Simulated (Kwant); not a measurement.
Model system: GaN/Al0.2Ga0.8N stack with 1 barrier. One parabolic valley. Leads of mass 0.2 mₑ with the band edge at 0; grid 0.1 nm; bias 0 V, dropping linearly over the stack.

```tsv
layer	thickness (nm)	band offset (eV)	mass (mₑ)
1	1.3	0.35	0.22
```

Constants are typed, rounded textbook-type inputs, not results; the design itself was drawn at random and stands for no fabricated device.

Computed with Kwant: one-band effective-mass tight-binding model in one dimension, coherent, no space charge.

Question: Work out the transmission below the barrier top from T = 1/(1 + ((ζ + 1/ζ)/2)² sinh²(κa)), ζ = (k/m_lead)/(κ/m_barrier).

Answer: E = 0.05474 eV: k = 0.5360 nm⁻¹, κ = 1.306 nm⁻¹, ζ = 0.4516, T = 0.0748. The simulation gives 0.0752, the same within the digits that matter. E = 0.1475 eV: k = 0.8798 nm⁻¹, κ = 1.081 nm⁻¹, ζ = 0.8950, T = 0.212. The simulation gives 0.212, the same within the digits that matter. E = 0.227 eV: k = 1.091 nm⁻¹, κ = 0.8429 nm⁻¹, ζ = 1.424, T = 0.334. The simulation gives 0.334, the same within the digits that matter. What differs comes from the grid.
